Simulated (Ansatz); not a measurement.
Converging zone-centre phonons against the mesh: NiSi2 (Fm-3m, 3 atoms in the cell)

```xyz
3
Lattice="0.0000 2.6969 2.6969 2.6969 0.0000 2.6969 2.6969 2.6969 0.0000" Properties=species:S:1:pos:R:3 pbc="T T T"
Si     1.3484     1.3484     1.3484
Si     4.0453     4.0453     4.0453
Ni     0.0000     0.0000     0.0000
```

Level of theory: PBE (plane waves, PAW; Ansatz, an electronic-structure program).

Base settings: basis.ecutwfc = 420 eV; kpoints.mp_grid.grid = 11 11 11; hamiltonian.xc = pbe; hamiltonian.pseudopotentials = {kind: paw} (the program's default PAW files); scf.occupations.method = gaussian; scf.occupations.width = 0.1 eV.

In this ladder: phonons.method = dfpt.

Frequencies are those of the unrelaxed cell, without the LO-TO term of polar crystals.

Only quantities that move along the ladder and can be compared are tabulated.

Core times come from one kind of shared machine, to one figure; runs under 30 s give none.

The starting cell has typed, rounded lattice constants, without a prior relaxation at this level. Its lattice was rescaled by up to half a per cent. Spin polarisation is off. In the base run, with a pressure of about 4 GPa the cell is away from its equilibrium volume at this level.

```tsv
kpoints.mp_grid.grid	highest zone-centre frequency (cm⁻¹)	lowest optical frequency (cm⁻¹)	core time / last (rough)
3 3 3	374.4	336.3	–
4 4 4	315.5	-144.3	–
5 5 5	343.3	319.7	–
7 7 7	339.3	315.8	–
8 8 8	316.5	308.9	–
10 10 10	341.1	315.3	–
13 13 13	323.8	313.5	0.3
16 16 16	329.0	314.7	0.4
19 19 19	333.8	314.6	0.7
24 24 24	331.9	314.3	1
```

Coarsest kpoints.mp_grid.grid that holds the lowest optical frequency within 2 cm⁻¹ of the last step, with all finer ones: 10 10 10; the step before is off by 5.4 cm⁻¹.

Coarsest kpoints.mp_grid.grid that holds the highest zone-centre frequency within 5 cm⁻¹ of the last step, with all finer ones: 16 16 16, at about 0.4 of the last step's time; the step before is off by 8.1 cm⁻¹.

Keys are those of Ansatz 0.2.
